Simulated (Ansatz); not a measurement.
Consider the following.

```
KCl
1.0
    0.00000     3.12148     3.12148
    3.12148     0.00000     3.12148
    3.12148     3.12148     0.00000
K Cl
1 1
Cartesian
  0.00000   0.00000   0.00000
  3.12148   3.12148   3.12148
```

Method: PBEsol, rigid bands (plane waves, PAW, scalar-relativistic; Ansatz, an electronic-structure program). Cell: cell and atoms relaxed with PBEsol.

Task: What conductivity effective mass do dilute electrons have at 300 K?

Result: 0.45 mₑ.

Task: Predict the hole conductivity mass (n e² τ/σ) at 300 K, by direction if it differs.

Result: 3.5 mₑ.

Task: And the band gap?

Result: 5.10 eV at this level; semilocal functionals usually fall short of the measured gap.

Rigid bands, one relaxation time for all states, no polarons. Spin-orbit coupling is left out; where it splits the top of the valence band it changes the hole mass and lowers the gap by about a third of the splitting.
